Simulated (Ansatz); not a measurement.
The starting structures come from a database of crystals and need not be the phases stable at ambient conditions.

 Where the default PAW files enter, the runs use the earlier of Ansatz's two default sets.

Tunnelling through a barrier is set by its complex band structure: the current falls as exp(−2κd) with the smallest κ.

```
CELL_PARAMETERS angstrom
      6.07405     0.00000     0.00000
      2.49004     5.72899     0.00000
      0.00000     0.00000     6.48343
ATOMIC_POSITIONS crystal
  Hg 0.00000 0.00000 0.00000
  Hg 0.00000 0.50000 0.50000
  Hg 0.41689 0.73986 0.35727
  Hg 0.58311 0.26014 0.64273
  Hg 0.58311 0.76014 0.85727
  Hg 0.41689 0.23986 0.14273
```

Space group of this cell: P2_1/c. The cell is taken as given; by r2SCAN its mean pressure is -1.2 GPa.

Transport runs along the normal of the first two printed cell vectors.

The gap is the functional's own. No spin-orbit coupling. Mid-gap values are interpolated on the energy grid.

Question: Predict the band gap and the smallest decay constant κ at mid-gap from Ansatz (an electronic-structure program) with r2SCAN.

Answer: Gap 1.34 eV on a 6×6×6 mesh; κ = 0.110 1/Å, at (-0.333, 0.333) of the in-plane reciprocal vectors. At the zone centre, at the nearest computed energy, the slowest state has κ = 0.21 1/Å.
